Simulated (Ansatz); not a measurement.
The parent structure is LiNbO3 (space group R3c, No. 161).

```
CELL_PARAMETERS angstrom
      2.56733     1.48225     4.60804
     -2.56733     1.48225     4.60804
      0.00000    -2.96450     4.60804
ATOMIC_POSITIONS crystal
  Li 0.28078 0.28078 0.28078
  Li 0.78078 0.78078 0.78078
  Nb 0.99839 0.99839 0.99839
  Nb 0.49839 0.49839 0.49839
  O  0.10932 0.35998 0.71863
  O  0.71863 0.10932 0.35998
  O  0.35998 0.71863 0.10932
  O  0.21863 0.85998 0.60932
  O  0.85998 0.60932 0.21863
  O  0.60932 0.21863 0.85998
```

Cartesian axes are those of the cell as printed.

Method: PBEsol, PAW, 420 eV (Ansatz, an electronic-structure program; no spin-orbit coupling).

For the base:

The pressure comes out as 0.00 GPa.

One thing is altered: biaxial strain −2.25 %, plane normal [001], relaxed out of plane (Cartesian); in-plane vectors clamped, the third vector and the atoms free.

Problem. What does the calculation give for the ratio −ε⊥/ε∥, energy relative to the base and pressure after the change?

Solution. The ratio −ε⊥/ε∥ is 0.62; the energy rises by 7.6 meV/atom; the pressure (mean of the normal stresses, compression positive) goes from zero to 3.56 GPa.

No phonon test of stability was made.
